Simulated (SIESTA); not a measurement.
Band structure of SiNi (Pmmn, 4 atoms in the cell).

```
CELL_PARAMETERS angstrom
      2.95307     0.00000     0.00000
      0.00000     3.29181     0.00000
      0.00000     0.00000     4.69382
ATOMIC_POSITIONS crystal
  Si 0.00000 0.00000 0.15686
  Si 0.50000 0.50000 0.84314
  Ni 0.00000 0.00000 0.65750
  Ni 0.50000 0.50000 0.34250
```

Method: GGA PBEsol, numerical atomic orbitals DZP, PseudoDojo PBEsol standard norm-conserving potentials (rewritten from UPF to PSML) (SIESTA).

Settings: XC.functional = GGA; XC.authors = PBEsol; potentials = PseudoDojo PBEsol standard; PAO.BasisSize = DZP; PAO.EnergyShift = 0.005 Ry; MeshCutoff = 350 Ry; kgrid.MonkhorstPack = 8 7 5; OccupationFunction = FD; ElectronicTemperature = 0.05 eV; MaxSCFIterations = 150; SCF.Mixer.Method = Broyden; SCF.Mixer.Weight = 0.2; SCF.Mixer.History = 8; SCF.DM.Tolerance = 1.0E-04.

The starting cell comes from a database of computed structures (which also holds hypothetical and non-ambient phases and stackings), without a prior relaxation at this level. Its lattice was rescaled by a random factor within 2.5 % of one. Spin polarisation is off. Values carry the incompleteness of an atom-centred basis.

Levels in eV from the Fermi level, bands 19 to 24:
```json
[
 {"point": "Γ", "19": "-2.32", "20": "-2.04", "21": "-2.02", "22": "-1.35", "23": "1.26", "24": "2.75"},
 {"point": "X", "19": "-2.61", "20": "-2.61", "21": "-1.55", "22": "-1.55", "23": "1.76", "24": "1.76"},
 {"point": "S", "19": "-2.07", "20": "-2.07", "21": "-1.58", "22": "-1.58", "23": "1.55", "24": "1.55"},
 {"point": "Y", "19": "-2.26", "20": "-2.26", "21": "-2.13", "22": "-2.13", "23": "1.13", "24": "1.13"},
 {"point": "Z", "19": "-2.67", "20": "-2.09", "21": "1.08", "22": "1.60", "23": "1.99", "24": "2.51"},
 {"point": "U", "19": "-2.26", "20": "-2.26", "21": "-1.36", "22": "-1.36", "23": "3.59", "24": "3.59"},
 {"point": "R", "19": "-2.10", "20": "-2.10", "21": "-1.50", "22": "-1.50", "23": "-0.42", "24": "-0.42"},
 {"point": "T", "19": "-2.04", "20": "-2.04", "21": "-2.01", "22": "-2.01", "23": "5.24", "24": "5.24"}
]
```

Bands cross the Fermi level along this path, so the cell is metallic at this level.

Higher empty bands are left out: an atom-centred basis made for the valence describes them poorly.
